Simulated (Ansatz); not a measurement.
The starting structures come from a database of crystals and need not be the phases stable at ambient conditions.

By PBEsol, the system below comes out a metal.

A figure of merit of an interconnect metal is its ballistic conductance per area.

```
CELL_PARAMETERS angstrom
      3.13617     0.00000     0.00000
     -1.56808     2.71600     0.00000
      0.00000     0.00000     5.36618
ATOMIC_POSITIONS crystal
  Nb 0.66667 0.33333 0.75000
  Nb 0.33333 0.66667 0.25000
  C  0.00000 0.00000 0.00000
  C  0.00000 0.00000 0.50000
```

Space group of this cell: P6_3/mmc, NiAs type. The cell is taken as given; by PBEsol its mean pressure is -11.4 GPa.

The current flows along the normal of the first two printed cell vectors, the (001) plane of the conventional cell. No spin-orbit coupling; the value is a mean over 0.1 eV about the Fermi level.

**Question.** Compute, with PBEsol (Ansatz, a quantum-chemistry and plane-wave program), the ballistic conductance per area.

**Answer.** 1.2 × 10¹⁵ S/m² for both spins.
